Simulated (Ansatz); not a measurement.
## What isotropic strain −0.60 % does to BN

Start from BN in the wurtzite structure (space group P6_3mc, No. 186; a = 2.5410 Å, c = 4.2033 Å).

Modification: the cell is scaled by 0.9940 in all directions, atoms relaxed at fixed cell.

The values are results of DFT with PBEsol, PAW potentials and a 420 eV plane-wave cutoff in Ansatz (a quantum-chemistry and plane-wave program), without spin-orbit coupling, not measurements. Γ-centred 15×15×8 mesh, Fermi–Dirac width 0.05 eV.

| quantity | base | changed | shift |
|---|---|---|---|
| volume per atom | 5.88 Å³ | 5.77 Å³ | -0.11 Å³ |
| shortest interatomic distance | 1.559 Å | 1.550 Å | -0.009 Å |
| energy relative to the base (free energy F) | 0 meV/atom | +2.3 meV/atom | +2.3 meV/atom |
| band gap | 4.96 eV | 4.92 eV | -0.04 eV |
| gap character | indirect, Γ → K | indirect, Γ → K | – |
| smallest direct gap | 8.21 eV | 8.30 eV | +0.09 eV |
| mean gap deformation potential ΔEg/Δln V | – | +2.2 eV | – |
| width of the top valence band | 5.49 eV | 5.59 eV | +0.10 eV |
| electron mass | 0.30 mₑ along c, 0.50 mₑ across (at K) | 0.30 mₑ along c, 0.49 mₑ across (at K) | – |
| valence-band top at Γ (three highest levels, from the VBM) | 0.00, 0.00, -0.28 eV | 0.00, 0.00, -0.30 eV | – |

Cost of the whole job for the changed cell (relaxation, final SCF and bands): about 17 core-seconds (a rough figure).

Masses are band curvatures over ±0.01 Å⁻¹ around the edge. Whether these cells are dynamically stable was not tested.
